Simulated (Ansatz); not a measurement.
Levels about the gap of amorphous Si36O75H6 (117 atoms in a cell of 1767 Å³, 2.08 g/cm³; zone centre alone, so wide bands show as single levels with stretches between that a denser mesh fills), at the geometry that PBE relaxed, where it gives 0.0 GPa on a denser mesh. The participation number counts the atoms over which a state spreads; weights are charges in smoothed Voronoi cells. The levels come from a single point, so bond lengths are those of that geometry. Method of the levels: PBE, scalar-relativistic without spin-orbit coupling (Ansatz, an electronic-structure program). Sampling: the zone centre alone; Fermi-Dirac width 0.02 eV; no spin polarisation. At PBE the levels at the filled edge of the gap are localised (band-tail or defect states), and the nearest spread-out levels lie 5.5 eV apart at the zone centre.

Preparation: random packing, a CHGNet melt and quench, and a DFT relaxation. O atoms were pushed apart under 1.9 Å during the dynamics, to hinder bonds among them. The hot cell started wider than the set density and was brought back towards it in steps. It is the lowest in DFT energy of 4 quenches. It is a model cell: composition and starting density were chosen by hand, and all elements were melted together. No dispersion term was used. Its density started from a set value of 2.12 and ended at 2.08 g/cm³. The simulated quench (nominally 390 K/ps over its main leg) is rapid and tends to freeze in more defects than a deposited or slowly cooled glass has. Values belong to this one cell and scatter from quench to quench. Volume and shape were free in the relaxation.

```tsv
E - E(highest filled), eV	filling	participation number	largest on	weight O	weight Si	weight H
-0.27	filled	24.6	O, 2 neighbours	0.96	0.03	0.01
-0.25	filled	13.6	O, 2 neighbours	0.92	0.03	0.04
-0.22	filled	9.8	O, 2 neighbours	0.92	0.03	0.05
-0.16	filled	17.0	O, 2 neighbours	0.93	0.03	0.04
-0.12	filled	6.9	O, 2 neighbours	0.90	0.03	0.07
-0.05	filled	6.5	O, 2 neighbours	0.91	0.03	0.06
0.00	filled	5.7	O, 2 neighbours	0.93	0.03	0.05
5.22	empty	98.5	O, 2 neighbours	0.69	0.25	0.06
6.36	empty	34.9	Si, 4 neighbours	0.62	0.31	0.07
6.59	empty	54.3	O, 2 neighbours	0.69	0.26	0.05
6.63	empty	56.7	O, 2 neighbours	0.69	0.27	0.04
6.74	empty	64.4	O, 2 neighbours	0.67	0.24	0.10
6.87	empty	66.1	H, 1 neighbours	0.69	0.22	0.09
6.95	empty	67.4	H, 1 neighbours	0.71	0.22	0.07
```

Most localised among these is the filled level at +0.00 eV, on a O atom, which has 2 neighbours (H 0.98 Å, Si 1.62 Å).
